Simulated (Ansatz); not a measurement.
All values below come from PBE (plane waves to 420 eV, PAW; Ansatz, a quantum-chemistry and plane-wave program).

Planar average of the electrostatic potential across the slab, in eV from the Fermi level, for Ni on the 1x1 (111) surface of fcc Pt, one in a 2x2 cell, started at the site 'hollow Pt-Pt-Pt over Pt at depth 2.3 Å':

| z (Å) | V (eV) |
|---|---|
| 5.20 | 5.66 |
| 5.49 | 5.66 |
| 5.78 | 5.66 |
| 6.07 | 5.66 |
| 6.36 | 5.65 |
| 6.64 | 5.64 |
| 6.93 | 5.62 |
| 7.22 | 5.56 |
| 7.51 | 5.44 |
| 7.80 | 5.16 |
| 8.09 | 4.52 |
| 8.38 | 3.03 |
| 8.67 | -0.72 |
| 8.96 | -9.45 |
| 9.24 | -18.82 |
| 9.53 | -23.28 |
| 9.82 | -20.45 |
| 10.11 | -11.97 |
| 10.40 | -2.97 |
| 10.69 | 0.24 |
| 10.98 | -2.12 |
| 11.27 | -10.50 |
| 11.56 | -19.50 |
| 11.84 | -23.56 |
| 12.13 | -20.52 |
| 12.42 | -12.04 |
| 12.71 | -3.18 |
| 13.00 | -0.14 |
| 13.29 | -2.85 |
| 13.58 | -11.53 |
| 13.87 | -20.19 |
| 14.16 | -23.57 |
| 14.44 | -19.85 |
| 14.73 | -11.01 |
| 15.02 | -2.42 |
| 15.31 | 0.28 |
| 15.60 | -2.32 |
| 15.89 | -10.91 |
| 16.18 | -19.78 |
| 16.47 | -23.45 |
| 16.76 | -19.93 |
| 17.04 | -11.08 |
| 17.33 | -2.20 |
| 17.62 | 0.83 |
| 17.91 | 0.42 |
| 18.20 | -0.26 |
| 18.49 | 0.01 |
| 18.78 | 1.38 |
| 19.07 | 2.92 |
| 19.36 | 3.56 |
| 19.64 | 3.79 |
| 19.93 | 3.90 |
| 20.22 | 3.95 |
| 20.51 | 3.98 |
| 20.80 | 3.99 |
| 21.09 | 4.00 |
| 21.38 | 4.00 |
| 21.67 | 4.00 |
| 21.96 | 4.01 |
| 22.24 | 4.01 |
| 22.53 | 4.01 |

Set-up: 17 atoms, 6.9 Å thick at the start under the adsorbate (thin: gaps and levels are the slab's own); mesh 6x6x1; 0.1 eV smearing; dipole correction on; 8 atoms held, the rest relaxed; start symmetry kept, larger cells not searched; spin-polarised, no spin-orbit, no U, no dispersion correction. At the end it is bonded to 3 Pt. In PBE this state lies 0.07 eV over the lowest of the starts that converged ('hollow Pt-Pt-Pt over Pt at depth 4.6 Å').

Question: The surface cell has an area of 27.30 Å². What dipole along the normal does the step between the two vacuum levels imply?

Answer: the top vacuum level lies 1.65 eV below the bottom one; p = −ε₀ A ΔV (ε₀ = 0.005526 e/(V·Å)) gives 0.25 e·Å a cell.
